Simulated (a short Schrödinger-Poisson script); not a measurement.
Stack: gated Al0.3Ga0.7As/GaAs δ-doped gas, at 77 K.

```csv
layer,material,thickness (nm),Na (cm⁻³)
1,Al0.3Ga0.7As,8,-
2,Al0.3Ga0.7As,2,-
3,GaAs,6000,2e15
```

Constants are typed, rounded textbook-type inputs, not results; the design itself was drawn at random and stands for no fabricated device. Al0.3Ga0.7As: permittivity 12.05, conduction-band edge (eV) 0.237, gap (eV) 1.798, electron mass (mₑ) 0.0919, Nv at 300 K (cm⁻³) 9e18. GaAs: permittivity 12.9, conduction-band edge (eV) 0, gap (eV) 1.424, Nv at 300 K (cm⁻³) 9e18.

Channel valleys (confinement mass, in-plane density-of-states mass, number): Γ 0.067, 0.067, 1. At the gate the conduction-band edge of layer 1 lies 0.99 eV − eVg above the Fermi level of the channel; the field vanishes at the back. Sheet of ionised δ-doping: +5e12 e/cm² at 8 nm from the gate. The barrier under the gate holds no holes. Gaps are held at their typed values at every temperature. Mesh 0.08 nm at interfaces.

From a short Schrödinger-Poisson script (our own, NumPy): 1D Poisson equation in equilibrium, electrons quantum, Hartree plus LDA exchange-correlation (BenDaniel-Duke, 40 states a valley, the channel's in-plane mass for all, wave functions free to enter the barrier), parabolic valleys, classical holes, full ionisation, no traps, pinning or gate leakage.

The same stack at other levels of the model or other numerical settings:

```tsv
run	sheet density of all electrons at Vg = 0.5 V (cm⁻²)	capacitance at Vg = 0.5 V (μF/cm²)	centroid of the channel electrons at Vg = 0.5 V (nm)	gate voltage at 1e11 electrons/cm² (V)	rough cost against the base
base	1.32e12	0.784	4.67	0.24	about 1
electrons treated as classical, Boltzmann	1.82e12	1.02	0.94	0.22	0.03
electrons treated as classical, Fermi-Dirac	1.31e12	0.743	4.01	0.23	0.1
electrons treated as quantum, Hartree	1.26e12	0.769	4.95	0.24	about 1
mesh six times as coarse	1.32e12	0.784	4.64	0.24	0.3
one subband a valley	1.31e12	0.769	4.34	0.24	0.3
```

The classical rows ignore confinement, and Boltzmann statistics overrate the density once the band edge passes the Fermi level.
